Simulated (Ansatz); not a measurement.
We consider AlZnNO (model structure, started from the AlSiCN type, P3m1, No. 156, 4 atoms in the cell), described by r²SCAN (Ansatz, a first-principles code, plane waves, PAW).

Input:

Ansatz 0.2 input:
```yaml
crystal:
  lattice:
    - [3.1352792363, 0.0, 0.0]
    - [-1.5676396181, 2.7152314666, 0.0]
    - [0.0, 0.0, 5.1499302064]
  atoms:
    - { symbol: Al, position: [0.3333333333, 0.6666666667, 0.5041759124] }
    - { symbol: Zn, position: [0.6666666667, 0.3333333333, 0.9878061715] }
    - { symbol: O, position: [0.3333333333, 0.6666666667, 0.1520972566] }
    - { symbol: N, position: [0.6666666667, 0.3333333333, 0.6059106595] }
basis:
  ecutwfc: 560
  ecutrho_ratio: 4
  xc_grid: 3
kpoints:
  mp_grid: { grid: [12, 12, 6] }
  band_path:
    path:
      - [0.0, 0.0, 0.0]
      - [0.045455, 0.0, 0.0]
      - [0.090909, 0.0, 0.0]
      - [0.136364, 0.0, 0.0]
      - [0.181818, 0.0, 0.0]
      - [0.227273, 0.0, 0.0]
      - [0.272727, 0.0, 0.0]
      - [0.318182, 0.0, 0.0]
      - [0.363636, 0.0, 0.0]
      - [0.409091, 0.0, 0.0]
      - [0.454545, 0.0, 0.0]
      - [0.5, 0.0, 0.0]
      - [0.472222, 0.055556, 0.0]
      - [0.444444, 0.111111, 0.0]
      - [0.416667, 0.166667, 0.0]
      - [0.388889, 0.222222, 0.0]
      - [0.361111, 0.277778, 0.0]
      - [0.333333, 0.333333, 0.0]
      - [0.307692, 0.307692, 0.0]
      - [0.282051, 0.282051, 0.0]
      - [0.25641, 0.25641, 0.0]
      - [0.230769, 0.230769, 0.0]
      - [0.205128, 0.205128, 0.0]
      - [0.179487, 0.179487, 0.0]
      - [0.153846, 0.153846, 0.0]
      - [0.128205, 0.128205, 0.0]
      - [0.102564, 0.102564, 0.0]
      - [0.076923, 0.076923, 0.0]
      - [0.051282, 0.051282, 0.0]
      - [0.025641, 0.025641, 0.0]
      - [0.0, 0.0, 0.1]
      - [0.0, 0.0, 0.2]
      - [0.0, 0.0, 0.3]
      - [0.0, 0.0, 0.4]
      - [0.0, 0.0, 0.5]
      - [0.045455, 0.0, 0.5]
      - [0.090909, 0.0, 0.5]
      - [0.136364, 0.0, 0.5]
      - [0.181818, 0.0, 0.5]
      - [0.227273, 0.0, 0.5]
      - [0.272727, 0.0, 0.5]
      - [0.318182, 0.0, 0.5]
      - [0.363636, 0.0, 0.5]
      - [0.409091, 0.0, 0.5]
      - [0.454545, 0.0, 0.5]
      - [0.5, 0.0, 0.5]
      - [0.472222, 0.055556, 0.5]
      - [0.444444, 0.111111, 0.5]
      - [0.416667, 0.166667, 0.5]
      - [0.388889, 0.222222, 0.5]
      - [0.361111, 0.277778, 0.5]
      - [0.333333, 0.333333, 0.5]
      - [0.307692, 0.307692, 0.5]
      - [0.282051, 0.282051, 0.5]
      - [0.25641, 0.25641, 0.5]
      - [0.230769, 0.230769, 0.5]
      - [0.205128, 0.205128, 0.5]
      - [0.179487, 0.179487, 0.5]
      - [0.153846, 0.153846, 0.5]
      - [0.128205, 0.128205, 0.5]
      - [0.102564, 0.102564, 0.5]
      - [0.076923, 0.076923, 0.5]
      - [0.051282, 0.051282, 0.5]
      - [0.025641, 0.025641, 0.5]
      - [0.5, 0.0, 0.4]
      - [0.5, 0.0, 0.3]
      - [0.5, 0.0, 0.2]
      - [0.5, 0.0, 0.1]
      - [0.333333, 0.333333, 0.4]
      - [0.333333, 0.333333, 0.3]
      - [0.333333, 0.333333, 0.2]
      - [0.333333, 0.333333, 0.1]
    npoints: 1
hamiltonian:
  xc: r2scan
  dispersion: none
  pseudopotentials: { kind: paw }
scf:
  occupations: { method: fermi_dirac, width: 0.01 }
  convergence: { dr2_threshold: 0.0000000004 }
output:
  forces: true
  stress: true
  eigenvalues: true
  write_bands: true
```

Output (set-up and result lines):

```
Crystal: 4 atoms, lattice volume = 43.841 Å³
Basis set: ecut = 560 eV, 1303 PW (Γ), exchange–correlation on 75×75×120 points (27 copies of the dense FFT grid, shifted against one another)
Bands: 17, of which v1, the nominal top of the filled ones, is band 13 counted from 1 (12 counted from 0)
Symmetry: 6 space group operations
Space group: P3m1 (ITA 156), of the structure as read, at distance tolerance 3.5e-5 Å
k-points: 100 of 864 (time reversal used)
Functional: x = r2scan, c = r2scan; τ floored in thin density (d = 2e-4 eV/Å³)
SCF iter   1: F=—  HF=-4823.555207 eV  |F-HF|=—  |Δ(HF+E_count)|=         —  Δρ=1.54e-2  dr2=5.52e-2  dr2_τ=1.99e-1
SCF iter   2: F=—  HF=-4823.641534 eV  |F-HF|=—  |Δ(HF+E_count)|=   8.63e-2  Δρ=4.86e-3  dr2=7.00e-3  dr2_τ=6.19e-4
  ...
SCF iter   9: F=—  HF=-4823.637981 eV  |F-HF|=—  |Δ(HF+E_count)|=   9.52e-9  Δρ=3.84e-6  dr2=4.14e-9  dr2_τ=1.22e-10
SCF iter  10: F=-4823.637981 eV  HF=-4823.637981 eV  |F-HF|=1.46e-11  |Δ(HF+E_count)|=  2.73e-10  Δρ=5.21e-7  dr2=6.98e-11  dr2_τ=2.46e-12
SCF 1 converged in 10 iterations: F = -4823.637981 eV  dr2 = 6.98e-11
SCF converged after 10 iterations
Free energy (F): -4823.637981 eV
Internal energy: -4823.637981 eV  (E = F + TS)
E sigma→0 (E₀):  -4823.637981 eV
Fermi energy:    8.369689 eV
--- Forces (eV/Å), atoms counted from 1 ---
  atom   1  Al    -0.00000000     0.00000000    -0.00071592
  atom   2  Zn    -0.00000000     0.00000000    -0.00037590
  atom   3  O      0.00000000     0.00000000    -0.00063437
  atom   4  N      0.00000000     0.00000000    -0.00059543
--- Stress (GPa, compression-positive) ---
        0.002084       0.000000       0.000000
        0.000000       0.002084       0.000000
        0.000000       0.000000       0.002463
  P = ⅓ Tr σ = 0.0022 GPa (0.022 kbar)
```

The PAW data were made under PBE.

Note: the relaxation could raise the start's symmetry but not lower it, so the cell can be a saddle point.

The result took about 17 core-seconds (a rough figure).

A model structure was made by putting elements into a prototype or built by hand; it is no filed structure, need not be a known phase, and can be a saddle point held by its symmetry.
